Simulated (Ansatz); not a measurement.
Structure of amorphous Hf18O36C (periodic cell):

```xyz
55
Lattice="9.0236 0.0783 0.2457 0.0783 8.7025 0.2462 0.2457 0.2462 9.1033" Properties=species:S:1:pos:R:3 pbc="T T T"
Hf     6.0678     4.3312     6.5355
Hf     1.6807     6.3491     0.3733
Hf     8.1760     7.1895     7.0777
Hf     0.7724     1.2425     6.7437
Hf     5.9061     7.1621     1.2914
Hf     4.4826     6.9974     7.4532
Hf     4.0844     5.1020     3.9479
Hf     7.5422     3.4820     3.1679
Hf     6.3462     1.0864     7.7285
Hf     5.1175     3.6801     0.8476
Hf     0.8684     7.2991     4.0704
Hf     2.7096     3.9575     7.5879
Hf     4.0716     1.9858     5.1850
Hf     9.0196     0.5414     1.3175
Hf     8.5229     4.4299     8.9779
Hf     1.5904     3.2672     2.3569
Hf     3.4770     0.8416     9.1659
Hf     6.3584     7.8774     4.4045
O      7.0516     8.7245     6.2315
O      6.1904     4.3276     4.4597
O      4.9927     5.1239     8.1363
O      3.6494     4.6299     1.9415
O      8.2847     0.7449     8.3679
O      1.9090     1.3709     1.4539
O      3.8876     2.8435     8.8291
O      2.6426     6.0949     7.5422
O      5.2013     6.6589     3.1053
O      6.7896     3.1648     8.3935
O      5.3838     6.4738     5.7435
O      5.8802     2.6906     2.3192
O      0.1530     2.0066     5.0642
O      0.1350     0.5349     3.2746
O      8.1314     6.7469     4.9571
O      3.9502     4.1658     5.9092
O      4.7344     0.4143     4.2307
O      0.7593     3.2614     7.5314
O      3.0397     3.0727     3.8130
O      0.2127     4.6055     2.8591
O      9.0944     6.5015     8.8694
O      6.4427     7.4611     8.3214
O      5.2401     0.4727     0.5228
O      7.8254     5.1791     7.1002
O      3.6756     7.1731     0.5163
O      4.3501     0.3415     7.2354
O      1.7171     8.7723     8.8039
O      7.2791     8.1528     2.3667
O      6.6742     5.0848     1.1138
O      8.5309     2.6213     1.3671
O      1.4580     4.3098     0.3960
O      2.6433     1.9910     6.5868
O      5.7936     2.3456     6.1972
O      0.9695     7.3480     1.9964
O      2.5171     6.2199     4.3265
O      0.8797     8.0666     6.0866
C      8.9713     1.9839     3.9619
```

Level of theory: PBE, scalar-relativistic without spin-orbit coupling (plane waves to 420 eV, PAW; Ansatz, an electronic-structure program).

The cell was made by melting and quenching with the CHGNet potential and then relaxed with DFT. O atoms were pushed apart under 1.9 Å during the dynamics, to hinder bonds among them. The hot cell started wider than the set density and was brought back towards it in steps. It is the lowest in DFT energy of 2 quenches. It is a model cell: composition and starting density were chosen by hand, and all elements were melted together. No dispersion term was used. Its density started from a set value of 8.91 and ended at 8.84 g/cm³. Cooling (nominally 300 K/ps over its main leg) ran many orders faster than in experiment, which tends to leave more defects and strain. One small periodic cell is one sample of the glass; other quenches scatter about these values. Volume and shape were free in the relaxation. On a 2×2×2 Γ-centred mesh force components of up to 0.13 eV/Å stay, since the relaxation ran on the zone centre alone.

Bonds are counted up to Hf-Hf 3.34 Å, Hf-O 2.82 Å, Hf-C 2.51 Å, O-O 1.58 Å, O-C 1.70 Å, C-C 1.78 Å. Two cations that share two anions don't count as bonded, nor two that share one unless they lie closer than Hf-Hf 3.25 Å, Hf-C 2.44 Å, C-C 1.63 Å.

Problem. Give the coordination numbers, mean bond lengths and angles.

Solution. 
The mean coordination of Hf is 6.33 (1 with 5, 10 with 6, 7 with 7) and the mean coordination of O comes out as 3.19 (5 with 2, 19 with 3, 12 with 4). The mean coordination of C is 3.00 (1 with 3), the mean Hf-O bond comes out as 2.161 Å (spread 0.156 Å, 113 counted) and the mean O-C bond is 1.410 Å (spread 0.042 Å, 2 counted). The bond angle at Hf is mean 102.3°, spread 29.9° and the bond angle at O comes out as mean 112.2°, spread 16.6°.

Problem. List the pairs of like atoms that count as bonded by the rules above.

Solution. There are none by these rules.
